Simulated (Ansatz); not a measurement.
# Pressure series in InSe

Take InSe in the beta-GaS type structure (space group P6_3/mmc, No. 194; a = 4.0166 Å, c = 16.9326 Å; layered, stacked along the Cartesian z axis) as the base.

Cell and atoms are relaxed at each pressure.

The values are results of r2SCAN+rVV10/PAW in Ansatz (a program for electronic structure), no spin-orbit coupling, not measurements.

Notes on the quantities. enthalpy: H = E + PV relative to the base's energy.

| variant | c/a ratio | band gap | enthalpy | lattice parameter a |
|---|---|---|---|---|
| base | 4.216 | 0.85 eV | – | 4.017 Å |
| pressure −1 GPa | 4.356 | 0.96 eV | -0.19 eV/atom | 4.049 Å |
| pressure 1.8 GPa | 4.154 | 0.93 eV | +0.32 eV/atom | 3.964 Å |
| pressure 18 GPa | 4.240 | 0.47 eV | +2.82 eV/atom | 3.653 Å |
| pressure 30 GPa | 4.366 | zero | +4.41 eV/atom | 3.501 Å |
| pressure 45 GPa | 4.575 | zero | +6.22 eV/atom | 3.334 Å |
| pressure 60 GPa | 6.175 | zero | +7.71 eV/atom | 2.859 Å |

A case with no gap was solved on a k-mesh chosen for an insulator, which is coarse for it. From pressure 60 GPa on, the axis ratios lie over 15 % from the base's, so the cell there is far from its starting form. Load acts through the strain it causes; cell and atoms are relaxed under it. No phonon test of stability was made. No other phases were tried under pressure. All final runs are without spin polarisation. A zero or small gap of InSe under pressure 30 GPa can be the functional's error rather than a property of the material.
